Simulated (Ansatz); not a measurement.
Abridged Ansatz (a first-principles code) output:

```
Relaxation: its limit of steps is 50 (relax.max_steps)
Pseudopotential: Ti, paw, valence charge 12
Pseudopotential: Al, paw, valence charge 3
Crystal: 2 atoms, lattice volume = 32.021 Å³
Basis set: ecut = 420 eV, 649 PW (Γ), exchange–correlation on 40×40×60 points (8 copies of the dense FFT grid, shifted against one another)
Bands: 12, of which v1, the nominal top of the filled ones, is band 8 counted from 1 (7 counted from 0)
Symmetry: 16 space group operations
k-points: 528 of 6615
Functional: x = slater, c = lda
SCF iter   1: F=—  HF=-2964.032948 eV  |F-HF|=—  |Δ(HF+E_count)|=         —  Δρ=5.32e-3  dr2=1.17e-2  ethr=1.77e-3  ⟨swp⟩=5.0  Hψ=32103  notcnv=0
SCF iter   2: F=—  HF=-2964.031982 eV  |F-HF|=—  |Δ(HF+E_count)|=   9.66e-4  Δρ=3.66e-3  dr2=7.43e-3  ethr=7.78e-5  ⟨swp⟩=1.0  Hψ=10560  notcnv=0
SCF 1 converged in 7 iterations: F = -2964.030627 eV  dr2 = 2.17e-11
relax step   1: F+E_penalty+E_count = -2964.03062739 eV  Δ(F+E_penalty+E_count) = +0.000e0 eV  max|allowed force component| = 1.381e-30 eV/Å  Δτ_max = 0.0000 Å  (7 SCF iters, accepted)
SCF converged after 7 iterations
Free energy (F): -2964.030627 eV
Internal energy: -2963.970146 eV  (E = F + TS)
E sigma→0 (E₀):  -2964.000387 eV
Entropy (-TS):   -0.060481 eV (-30.241 meV/atom)
Fermi energy:    10.890858 eV
--- Forces (eV/Å), atoms counted from 1 ---
  atom   1  Ti    -0.00000000     0.00000000     0.00000000
  atom   2  Al     0.00000000     0.00000000     0.00000000
--- Stress (GPa, compression-positive) ---
       -5.187209       0.000000       0.000000
        0.000000      -5.187209       0.000000
        0.000000       0.000000      -5.173065
  P = ⅓ Tr σ = -5.1825 GPa (-51.825 kbar)
--- Relaxed structure (1 steps of the walk, 1 accepted, 0 SCFs on fresh bases) ---
  atoms:
    - { symbol: Ti, position: [0.0, 0.0, 0.0] }
    - { symbol: Al, position: [0.49999999999999994, 0.49999999999999994, 0.49999999999999994] }
```

Problem. What was computed, and what are the main results?

Solution. TiAl, 2 atoms in the cell, with LDA (Ansatz; PAW; 420 eV plane waves; no spin-orbit coupling). The last SCF converged to F = -2964.030627 eV, or -1482.0153 eV per atom, at a pressure of -5.18 GPa. The total energy compares only with runs of the same code, potentials and settings.

The cells carry an imposed strain or load. No phonon test of stability was made. The final runs are not spin-polarised. The cell was made from TiAl (space group P4/mmm, No. 123) by this change: isotropic strain +1.50 %.

Keys are those of Ansatz 0.2.
